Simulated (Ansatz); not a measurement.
Results of r²SCAN+SOC (PAW; Ansatz, an electronic-structure program) for AlSnSiN (model structure, started from the AlSiCN type, R3m, No. 160, 4 atoms in the cell).

Input file:

Ansatz 0.2 input:
```yaml
crystal:
  lattice:
    - [1.8720750465, 1.0808430321, 6.2031214932]
    - [-1.8720750465, 1.0808430321, 6.2031214932]
    - [0.0, -2.1616860641, 6.2031214932]
  atoms:
    - { symbol: Al, position: [-0.0167806596, -0.0167806596, -0.0167806596] }
    - { symbol: N, position: [0.8810906019, 0.8810906019, 0.8810906019] }
    - { symbol: Sn, position: [0.5119469952, 0.5119469952, 0.5119469952] }
    - { symbol: Si, position: [0.3737100625, 0.3737100625, 0.3737100625] }
basis:
  ecutwfc: 560
  ecutrho_ratio: 4
  xc_grid: 3
kpoints:
  mp_grid: { grid: [18, 18, 18] }
hamiltonian:
  xc: r2scan
  dispersion: none
  pseudopotentials: { kind: paw }
scf:
  occupations: { method: fermi_dirac, width: 0.05 }
  convergence: { dr2_threshold: 0.0000000004 }
output:
  forces: true
  stress: true
  eigenvalues: true
magnetization:
  noncollinear: true
  spin_orbit: true
```

**Question.** How many irreducible k-points, plane waves at Γ does the program set up, and what pressure does the run end with?

**Answer.** 580 irreducible k-points, 2279 plane waves at Γ; P = 0.53 GPa, so the cell is compressed on average and its volume would grow at this level.

Output (set-up and result lines):

```
Crystal: 4 atoms, lattice volume = 75.309 Å³
Basis set: ecut = 560 eV, 2279 PW (Γ), FFT grids on a1−a3, a2−a3, a3, exchange–correlation on 90×90×162 points (27 copies of the dense FFT grid, shifted against one another)
Bands: 34, of which v1, the nominal top of the filled ones, is band 26 counted from 1 (25 counted from 0)
Symmetry: 6 space group operations + 6 with time reversal
k-points: 580 of 5832 (time reversal used)
Initial density: superposition of atomic densities (chi_scale 0.1, normalization cell, long waves kept (reshape's long-wave potential 0.31 eV rms))
Functional: x = r2scan, c = r2scan; τ floored in thin density (d = 2e-4 eV/Å³)
spin=Noncollinear: Kerker preconditioning applied to the charge; magnetization (m_x, m_y, m_z) channels mix plain (no charge-response kernel on spin).
SCF 1 converged in 13 iterations: F = -7591.412975 eV  dr2 = 7.22e-11
SCF converged after 13 iterations
Free energy (F): -7591.412975 eV
Internal energy: -7591.401766 eV  (E = F + TS)
E sigma→0 (E₀):  -7591.407370 eV
Fermi energy:    8.021527 eV
--- Forces (eV/Å), atoms counted from 1 ---
  atom   1  Al     0.00000000     0.00000000     0.16106491
  atom   2  N      0.00000000     0.00000000     0.11503682
  atom   3  Sn     0.00000000    -0.00000000    -0.14993677
  atom   4  Si    -0.00000000    -0.00000000    -0.12621400
--- Stress (GPa, compression-positive) ---
        0.873091       0.000000       0.000000
        0.000000       0.873091      -0.000000
        0.000000      -0.000000      -0.166234
  P = ⅓ Tr σ = 0.5266 GPa (5.266 kbar)
```

The PAW data were made under PBE.

Note: the relaxation could raise the start's symmetry but not lower it, so the cell can be a saddle point. Note: cell and atoms aren't relaxed at this level (largest force component 0.16 eV/Å, pressure 0.5 GPa).

A model structure was made by putting elements into a prototype or built by hand; it is no filed structure, need not be a known phase, and can be a saddle point held by its symmetry.
